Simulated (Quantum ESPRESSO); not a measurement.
A self-consistent single point of NbC (Fm-3m, 2 atoms in the cell) with Quantum ESPRESSO.

Method: vdW-DF2, SSSP 1.1.2 precision (PBE) pseudopotentials (plane waves; Quantum ESPRESSO).

```xyz
2
Lattice="0.0000 2.2378 2.2378 2.2378 0.0000 2.2378 2.2378 2.2378 0.0000" Properties=species:S:1:pos:R:3 pbc="T T T"
Nb     0.0000     0.0000     0.0000
C      2.2378     2.2378     2.2378
```

Reference input (self-consistent single point, DFT, PBE, plane waves, SSSP 1.1.2 precision (PBE) pseudopotentials): ecutwfc = 60 Ry; ecutrho = 480 Ry; occupations = smearing; smearing = fermi-dirac; degauss = 0.0073499 Ry; potentials = {Nb: Nb.pbe-spn-kjpaw_psl.0.3.0.UPF, C: C.pbe-n-kjpaw_psl.1.0.0.UPF}; K_POINTS = automatic 17 17 17 0 0 0; conv_thr = 1e-10 Ry. This run's input differs from it in these lines:

```diff
@@ -17,2 +17,3 @@
     degauss = 0.0073499,
+    input_dft = 'vdw-df2',
 /
```

Output (repeated stretches shortened):

```
     Self-consistent Calculation

     iteration #  1     ecut=    60.00 Ry     beta= 0.70

     total energy              =    -358.61893173 Ry
     estimated scf accuracy    <       1.40336165 Ry

     iteration #  2     ecut=    60.00 Ry     beta= 0.70

     total energy              =    -358.80883885 Ry
     estimated scf accuracy    <       3.32146949 Ry

     iteration #  3     ecut=    60.00 Ry     beta= 0.70

     total energy              =    -359.37533062 Ry
     estimated scf accuracy    <       0.02062916 Ry

   [... 9 blocks of this kind left out ...]

     iteration # 13     ecut=    60.00 Ry     beta= 0.70

     total energy              =    -359.37493015 Ry
     estimated scf accuracy    <          1.9E-10 Ry

     iteration # 14     ecut=    60.00 Ry     beta= 0.70
     End of self-consistent calculation

     Number of k-points >= 100: set verbosity='high' to print the bands.

     the Fermi energy is    19.0561 ev

!    total energy              =    -359.37493015 Ry
     estimated scf accuracy    <          1.7E-11 Ry
     smearing contrib. (-TS)   =      -0.00176961 Ry
     internal energy E=F+TS    =    -359.37316054 Ry

     convergence has been achieved in  14 iterations

     Forces acting on atoms (cartesian axes, Ry/au):

     atom    1 type  1   force =     0.00000000    0.00000000    0.00000000
     atom    2 type  2   force =     0.00000000    0.00000000    0.00000000

     Total force =     0.000000     Total SCF correction =     0.000000

          total   stress  (Ry/bohr**3)                   (kbar)     P=      185.94
   0.00126399   0.00000000   0.00000000          185.94        0.00        0.00
   0.00000000   0.00126399   0.00000000            0.00      185.94        0.00
   0.00000000   0.00000000   0.00126399            0.00        0.00      185.94

   JOB DONE.
```

The run converged in 14 iterations. Against the reference run the pressure goes from 2.24 to 18.59 GPa.

The starting cell comes from a database of computed structures (which also holds hypothetical and non-ambient phases and stackings), without a prior relaxation at this level. Its lattice was rescaled by a random factor within 2.5 % of one. Spin polarisation is off. With a pressure of about 19 GPa the cell is away from its equilibrium volume at this level.

Cost on one core of a shared machine: roughly 2 min.
